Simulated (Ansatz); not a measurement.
Variants of one calculation on Yb₅Pd₂ (C2/c, 14 atoms in the cell)

```
Yb5Pd2
1.0
    8.17925    -3.27842     0.00000
    8.17925     3.27842     0.00000
   -0.97209     0.00000     7.51820
Yb Pd
10 4
Cartesian
  6.61523  -2.54300   0.60469
  8.77119   2.54300   6.91351
  9.25724  -2.54300   3.15441
  6.12918   2.54300   4.36379
  4.45299   0.53379   1.35974
 10.93342  -0.53379   6.15845
 11.41947   0.53379   2.39936
  3.96694  -0.53379   5.11884
  7.93623   0.52055   1.87955
  7.45018  -0.52055   5.63865
  5.96835  -1.35602   3.15193
  9.41806   1.35602   4.36627
  9.90411  -1.35602   0.60717
  5.48231   1.35602   6.91103
```

Base run A: PBEsol, default PAW files made with PBE (Ansatz, an electronic-structure program), self-consistent single point.

Its settings: basis.ecutwfc = 420 eV; kpoints.mp_grid.grid = 4 4 3; hamiltonian.xc = pbesol; hamiltonian.pseudopotentials = {kind: paw} (the program's default PAW files); scf.occupations.method = gaussian; scf.occupations.width = 0.2 eV.

The starting cell comes from a database of computed structures (which also holds hypothetical and non-ambient phases and stackings), without a prior relaxation at this level. Spin polarisation is off. In the base run, with a pressure of about -3 GPa the cell is away from its equilibrium volume at this level. Ansatz's pressure includes its estimate of the finite-basis (Pulay) stress.

ΔF is the free energy per atom less that of run A. 

Runs:
- B: scf.convergence.dr2_threshold: default (1e-07 eV) → 0.0001 eV
- C: scf.occupations.width: 0.2 eV → 0.05 eV
- D: opposed starting moments; magnetization.spin_polarized: default → true
- E: scf.self_checks: default → high
- F: scf.mixing.algorithm: default (the program chose MSR1) → msr1; scf.mixing.ndim: default → 4
- G: scf.mixing.preconditioner: default (the program chose Kerker) → kerker

```tsv
run	ΔF (meV/atom)	pressure (GPa)	largest force (eV/Å)	k-points
A	0.00	-3.29	0.074	17
B	0.00	-3.29	0.074	17
C	13.0	-3.41	0.071	17
D	0.00	-3.29	0.074	26
E	0.00	-3.29	0.074	17
F	0.00	-3.29	0.074	17
G	0.00	-3.29	0.074	17
```

Run C against A: The free energy goes up by 13.0 meV/atom, the pressure goes from -3.29 to -3.41 GPa and the largest force hardly changes (0.074 to 0.071 eV/Å).

Run G against A: The free energy hardly moves (within 1 meV/atom), the pressure stays at -3.29 GPa and the largest force stays at 0.074 eV/Å.

Run E against A: The free energy hardly moves (within 1 meV/atom), the pressure stays at -3.29 GPa and the largest force stays at 0.074 eV/Å.

Keys are those of Ansatz 0.2.
